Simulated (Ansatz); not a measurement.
# SiC under a change: C → W

The parent structure is SiC in the zinc blende structure (space group F-43m, No. 216; a = 4.3568 Å).

Modification: full substitution C → W; the structure is relaxed again.

Method: plane-wave PAW DFT at the PBEsol level (Ansatz, an electronic-structure program, 420 eV), no spin-orbit coupling. Γ-centred 15×15×15 mesh, Fermi–Dirac width 0.05 eV, for the changed cell.

| quantity | base | changed | shift |
|---|---|---|---|
| volume per atom | 10.34 Å³ | 21.09 Å³ | +10.757 Å³ |
| density | 3.22 g/cm³ | 8.34 g/cm³ | +5.12 g/cm³ |
| lattice parameter a | 4.357 Å | 5.526 Å | +1.169 Å |
| space group | F-43m (No. 216) | F-43m (No. 216) | – |
| shortest interatomic distance | 1.887 Å | 2.393 Å | +0.506 Å |
| band gap | 1.24 eV | zero | – |

No phonon test of stability was made. As relaxed here, WSi is a hypothetical phase, not in the database extracts checked. All final runs are without spin polarisation. WSi has a high density of states at the Fermi level and may be magnetic at this level.
